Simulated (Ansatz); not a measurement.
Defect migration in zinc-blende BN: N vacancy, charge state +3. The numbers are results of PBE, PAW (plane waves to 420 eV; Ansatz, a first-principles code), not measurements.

Cell of 64 host sites held at the relaxed PBE lattice; a 2×2×2 k-point mesh shifted by half a step; Fermi-Dirac width 0.01 eV, spin-restricted; finite-size errors left in. Static, classical nuclei. The charge state is imposed; whether it is stable for some Fermi level was not computed. Forms of the defect that were not tried may lie lower.

Barriers: single points on a 3×3×3 k-point mesh shifted by half a step at the bands' geometries.

The only route run: one N atom jumps into the vacancy from a nearby N site; the atom moves 2.52 Å along (0.00, -0.49, -0.49) of the unit cell; the moving atom starts with neighbours B at 1.47, 2 B at 1.58, B at 1.62 Å and ends with B at 1.47, 2 B at 1.58, B at 1.63 Å. Its barrier is 4.98 eV. The saddle point's order was not checked, and it lies on a symmetry element of the cell, where a band can be held. The defect has 12 equivalent sites to jump to, 2.56 Å away. Attempt frequency: take 10 THz as a typical guess.

Problem. Estimate the defect's diffusion coefficient at 300 K, how far it wanders in 1 h, and how much an error of 0.1 eV in the barrier would matter.

Solution. kT = 0.0259 eV, so each jump happens at Γ = ν exp(−E/kT) = 1.0e13 × exp(−192.64) ≈ 2.2e-71 s⁻¹. For uncorrelated jumps in a cubic host D = z λ² Γ / 6 = 12 × (2.56e-8 cm)² × 2.2e-71 / 6 ≈ 2.9e-86 cm²/s. The root-mean-square distance is √(6Dt) ≈ 3e-34 nm, less than one jump, so the defect is frozen in. An error of 0.1 eV changes D by a factor exp(0.1/kT) ≈ 48, and the distance by its square root. This is the isolated defect's own diffusivity; trapping, its concentration and zero-point motion are left out.
